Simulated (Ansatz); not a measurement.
A thermal frame of TiO2 (rutile type), cell Ti32O64, begun in the crystal structure [in the run: it stayed crystalline]. Calculation: r2SCAN (plane waves, PAW; Ansatz, a program for electronic structure).

```
Property                                          Result
-----------------  -------------------------------------
plane-wave cutoff                                 500 eV
k-points                                          Γ only
spin               not polarised; no spin-orbit coupling
```

A check of the k-sampling: on the last frame of the same run a denser mesh moved the r2SCAN forces by 0.040 eV/Å rms, the static pressure by -0.14 GPa and the free energy by -6 meV/atom.

```xyz
96
Lattice="9.2019 0.0000 0.0000 0.0000 9.2497 0.0000 0.0000 0.0000 11.8925" Properties=species:S:1:pos:R:3:forces:R:3 pbc="T T T"
O     1.5413    1.3220   -0.0141   0.018   0.999  -0.987
O     3.7353    0.8408    1.4340   0.102   0.589  -0.563
O     0.9307    3.7579    1.4049   0.980  -0.621   0.342
O     3.2889    3.2108   -0.1521  -0.837  -0.046   0.127
Ti    0.0711    0.0627   -0.0057  -0.005  -0.146   0.529
Ti    2.2528    2.4250    1.4617   1.292  -0.500   0.885
O     1.5005    1.3582    2.8111  -0.211   0.279   0.609
O     3.7871    0.8826    4.4217  -0.252   0.842  -0.019
O     1.0374    3.7669    4.3689  -0.511  -0.016  -0.148
O     3.2059    3.1808    2.8743   0.432   0.345  -0.207
Ti    0.0866    0.0105    2.9795  -0.030   0.091  -0.106
Ti    2.3775    2.3250    4.4346   0.247  -0.493  -0.892
O     1.4790    1.3534    5.7934   0.268   0.200   0.366
O     3.9901    1.0262    7.2610  -1.731   0.246   0.921
O     1.0254    3.7346    7.3210  -0.052  -0.118  -0.527
O     3.2391    3.2931    5.7675  -0.027  -0.552   0.720
Ti    0.1313   -0.0737    5.9296   0.031   0.317   0.184
Ti    2.4095    2.2697    7.4419  -0.707  -0.369   0.148
O     1.3568    1.3891    8.7546   1.254   0.660  -0.036
O     3.7102    0.9172   10.2656   0.613  -0.623   0.015
O     0.9778    3.7272   10.2789   0.344  -0.617   0.704
O     3.2094    3.2751    8.7568   0.299  -0.535   0.328
Ti    0.0792   -0.1051    8.9522   0.150  -0.012  -0.031
Ti    2.2932    2.3446   10.4354   0.497  -0.014  -0.016
O     1.4825    5.9660    0.0207   0.808   0.671  -1.063
O     3.8773    5.5586    1.3960  -1.092   0.442  -0.228
O     1.0248    8.3318    1.4117  -0.180  -0.300   0.057
O     3.4122    7.7706   -0.1226  -0.504  -0.214   0.013
Ti    0.0500    4.5696    0.0462  -1.550   0.526  -1.612
Ti    2.1911    6.8557    1.5829   1.440   1.839  -1.013
O     1.4770    5.9863    2.8497  -0.303  -0.723   1.388
O     3.8256    5.5861    4.3014  -0.247  -0.202   0.324
O     0.9497    8.1979    4.2973  -0.349   1.058   0.667
O     3.2868    7.9273    2.9235  -0.754  -1.169  -0.299
Ti   -0.0894    4.6607    2.8860  -0.475   0.282   0.473
Ti    2.4476    7.0014    4.5294   0.949   0.370  -0.409
O     1.5006    6.0781    5.8536  -0.253  -0.468   0.040
O     3.7853    5.5612    7.2847   0.822  -1.000   0.122
O     0.9934    8.3735    7.3784  -0.416  -0.359  -0.281
O     3.3226    7.8932    5.8626  -0.334  -0.367  -0.058
Ti    0.3037    4.5559    5.8437  -1.066   0.328   1.387
Ti    2.4799    6.8351    7.4402  -0.202   0.627   0.128
O     1.6347    5.9934    8.8908  -0.999  -0.272   0.206
O     3.8678    5.4758   10.2504  -0.863   0.948   0.324
O     1.0982    8.2914   10.3231  -0.301   0.223  -0.230
O     3.3461    7.8097    8.7267   0.624   0.831   1.038
Ti    0.0791    4.7428    8.9344  -0.170   0.251  -0.931
Ti    2.4151    6.8965   10.5002  -0.679  -0.144  -1.088
O     6.1346    1.4337   -0.0355  -0.549  -0.245  -0.828
O     8.4436    0.9434    1.4507  -0.074  -0.751  -0.386
O     5.5584    3.7153    1.3076   0.279   0.167   0.173
O     7.9888    3.1525    0.0176  -0.618   0.195  -1.369
Ti    4.5077   -0.0062    0.0617   0.907   0.763  -0.733
Ti    6.9412    2.2477    1.4482  -0.518   0.691   0.175
O     6.1055    1.4837    2.9035  -0.243  -0.400   0.260
O     8.4464    0.9419    4.3896   0.157  -0.377  -0.274
O     5.5707    3.7000    4.3834   0.171   0.195  -0.297
O     8.0144    3.1664    2.8921  -0.799   0.071   0.258
Ti    4.5877    0.0275    3.0106   0.012   0.017  -0.230
Ti    7.0463    2.3518    4.4487  -0.133  -0.262  -0.113
O     6.1687    1.3961    5.8393   0.062   0.176  -0.477
O     8.3550    0.9175    7.3009   0.823  -1.015   0.173
O     5.6070    3.7266    7.3034  -0.531   0.051   0.102
O     7.8833    3.2596    5.8906   0.551   0.391  -0.353
Ti    4.8176    0.0736    5.9384   0.119  -0.210  -0.376
Ti    7.1583    2.2970    7.4356  -0.898  -0.273  -0.787
O     6.0690    1.3919    8.8163   0.807   0.719   0.662
O     8.3749    0.7730   10.4274   0.149   0.958  -1.314
O     5.5148    3.6594   10.2871   0.841  -0.197   0.135
O     7.8568    3.2190    8.8160   0.618   0.289   1.153
Ti    4.6871   -0.0175    8.9225   0.206   0.270   0.163
Ti    6.8863    2.3715   10.3660   0.076  -0.801   0.299
O     6.1213    6.0943   -0.1207  -0.443  -0.249   0.033
O     8.3025    5.5588    1.3997   0.913  -0.663  -0.429
O     5.5979    8.3664    1.3716  -0.387   0.507  -0.103
O     7.9852    7.8945   -0.1498  -0.912  -1.139   0.577
Ti    4.6890    4.7775   -0.0803   0.579  -1.178   1.206
Ti    7.0136    7.2001    1.2939   0.639  -0.879   0.380
O     6.1123    6.0022    2.8182  -0.197   0.419   0.083
O     8.3532    5.6138    4.2038   0.356  -0.413   1.321
O     5.5677    8.3588    4.2738   0.543  -0.284   0.483
O     7.8783    7.8365    2.8338   0.016   0.614  -0.064
Ti    4.7185    4.7702    2.8795   0.487  -0.855  -0.031
Ti    6.9051    6.9351    4.3063  -0.083  -0.182   0.025
O     6.0890    6.0486    5.8042   0.348   0.104   0.381
O     8.4555    5.6083    7.4128  -0.052  -0.100  -0.556
O     5.6749    8.3804    7.2971  -0.207  -0.452   0.713
O     7.8015    7.9327    5.7466   0.507  -0.603   0.724
Ti    4.7094    4.4852    5.8556   0.456   0.745  -0.325
Ti    7.0279    6.9768    7.2444   0.383  -0.703  -0.180
O     6.1098    5.9696    8.8335  -0.222   0.316  -0.395
O     8.3772    5.4386   10.3384  -0.223   0.799   0.135
O     5.7040    8.4202   10.3011  -0.995  -0.051  -0.214
O     7.8761    7.8017    8.8563   0.439   0.367  -0.499
Ti    4.7086    4.5597    8.8137   0.033   0.198  -0.445
Ti    6.8607    6.9237   10.2432   0.534   0.172  -0.141
```

**Question.** At which temperature was this frame sampled?
A. 60 K
B. 170 K
C. 290 K
D. 100 K

**Answer.** C, 290 K. The rms force component is 0.59 eV/Å.
